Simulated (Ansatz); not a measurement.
The reference is BN in the zinc blende structure (space group F-43m, No. 216; a = 3.6247 Å). Axes: x, y, z lie along the cube axes.

Method: PBE in Ansatz (plane waves to 420 eV, PAW, no spin-orbit coupling).

Perturbation: every lattice vector is shortened by 2.00 %; the atoms relax in the strained cell.

**Question.** Predict the stress tensor and what it implies for the stiffness.

**Answer.** Stress of the strained cell less that of the base (GPa, compression positive):
```
  25.16    0.00    0.00
   0.00   25.16    0.00
   0.00    0.00   25.16
```

Then B = −ΔP/(ΔV/V₀) with ΔV/V₀ = -0.0588 gives secant stiffness values (nonlinear terms included at this strain): B ≈ 428 GPa.

As a check, the harmonic strain energy −½ V₀ Δσ:ε is 28 meV/atom; the computed energy rise is 26 meV/atom.

No phonon test of stability was made.

Ansatz is a program for electronic structure.
